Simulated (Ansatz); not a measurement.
B2O3 (Cmc2₁, No. 36, 10 atoms in the cell; start mp-717; high-pressure phase), treated with G0W0@PBEsol in Ansatz (plane waves, hard PAW, contour deformation).

The cell is the one relaxed with PBEsol. Conventional cell: a = 7.8260 Å, b = 4.6242 Å, c = 4.1344 Å, α = 90.00°, β = 90.00°, γ = 90.00°.

One run with a 4×4×4 mesh, response cutoff 150 eV and 573 empty bands, not extrapolated in mesh or basis; no spin–orbit coupling.

Some levels at Γ in eV, each set counted from its highest filled level:

```csv
row,degeneracy,PBEsol,quasiparticle
1,1,-4.55,[?]
2,1,-3.77,-3.91
3,1,-1.56,[?]
4,1,-1.54,-1.67
5,1,-1.22,-1.26
6,1,-1.16,-1.22
7,1,-1.15,-1.21
8,1,-0.35,-0.34
9,1,-0.02,-0.11
10,1,0.00,0.00
11,1,8.73,[?]
12,1 or more,9.32,[?]
```

Complete the blanks.


- 1, quasiparticle: -4.75
- 3, quasiparticle: -1.78
- 11, quasiparticle: 11.62
- 12, quasiparticle: 12.58

Levels within 5 meV count as one row.

A start named mp-… is a Materials Project structure, which need not be a measured phase.

Ansatz is a first-principles code.
